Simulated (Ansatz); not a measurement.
# KMgF3: stress against strain

KMgF3 (cubic perovskite, Pm-3m, 12.717 Å³/atom at rest) under an equal strain ε in the (111) plane with the normal axis free, as in a coherent film. PBEsol in Ansatz, a plane-wave DFT program (PAW, default set), 420 eV, 8×8×8 Γ-centred mesh, Fermi-Dirac smearing 0.05 eV; ions are relaxed within the symmetry of each cell. Stress is positive for a compressed cell.

Here s stands for strain and y for stress xx.

| strain (%) | stress xx (GPa) |
|---|---|
| -2.50 | ? |
| -1.00 | 1.54 |
| -0.50 | 0.76 |
| 0.00 | 0.01 |
| 0.50 | -0.73 |
| 1.00 | -1.43 |

Taking a straight line for y over the 5 complete rows: Means: s 0, y 0.030. About the means, the sum of products is -3.7150 and the sum of squares of s is 2.5000; the slope is their ratio. Least squares gives y = 0.030 - 1.4860·s. Residuals (row less fit): 0.024, -0.013, -0.020, -0.017, 0.026; standard error 0.027 (degrees of freedom: 3). The slope gives the biaxial elastic modulus of this plane = 149 ± 1.7 GPa.

Problem. What does the fit predict for y at s = -2.50, and how far is the calculated value from it?

Solution. y = 0.030 - 1.4860 × (-2.5) = 3.745 GPa. The calculation gives 4.05 GPa, 0.305 GPa above the prediction (5.6 % of the range of y in the table). The row lies outside the fitted rows, so this is an extrapolation. From the scatter of the fitted rows alone, a prediction at this place has a standard error of 0.051 GPa, so the miss is 6.0 times that.

One order more, fitted to all 11 runs of the series, follows each within 0.01, so the miss is the next term of a smooth law. The primitive cell can neither tilt nor turn polar against its symmetry, as such crystals can under strain. Rows are the converged runs of the series near zero and its far end; series whose fitted rows scatter by over a few per cent of the range, as at a crossing or softening among them, aren't shown in this form. Most that stay on the fit to the last digits aren't either.
